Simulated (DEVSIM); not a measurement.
Structure: Schottky contact on n-type GaAs, at 300 K.

Layer 1 from the left is GaAs, thickness (μm) 11.0, Nd (cm⁻³) 2.2e16, τn (s) 1.2e-9, τp (s) 1.2e-9.

Left contact: Schottky, work function 5.07 eV, emission velocity 2.7e6 cm/s. Right contact: ohmic. Voltage is applied to the left contact. Recombination: SRH at mid-gap, radiative, Auger. Mobility is constant in doping.

Constants are typed, rounded textbook-type inputs, not results; the design itself was drawn at random and stands for no fabricated device. Values at 300 K.

GaAs: gap (eV) 1.424, affinity (eV) 4.07, permittivity 12.9, Nc (cm⁻³) 4.7e17, Nv (cm⁻³) 9e18, μn (cm²/Vs) 8500, μp (cm²/Vs) 400, B (cm³/s) 2e-10, Cn (cm⁶/s) 1e-30, Cp (cm⁶/s) 1e-30.

Task: Estimate by hand the built-in potential, the peak field at zero bias, the capacitance at -0.6 V, and compare with a numerical solution.

Result: 
- Built-in potential: barrier φB = 1.000 eV; Vbi = φB − kT/q ln(N_band/N) = 0.921 V; numerical 0.921 V.
- Peak field at zero bias: depletion approximation: W = √(2εVbi/(qN)) = 0.244 μm with N = 2.20e16 cm⁻³; field = 2Vbi/W = 75400 V/cm; numerical 74200 V/cm (estimate above by 1.6 %).
- Capacitance at -0.6 V: C = √(qεN / 2(Vbi + |V|)) = 36.4 nF/cm²; numerical 36.7 nF/cm² (estimate below by 0.84 %).

Model (solved in DEVSIM): 1D drift-diffusion, Boltzmann statistics, complete ionisation; no tunnelling, impact ionisation, image-force lowering or self-heating. Metal contacts follow the ideal Schottky-Mott rule: no Fermi-level pinning, no interface dipoles.
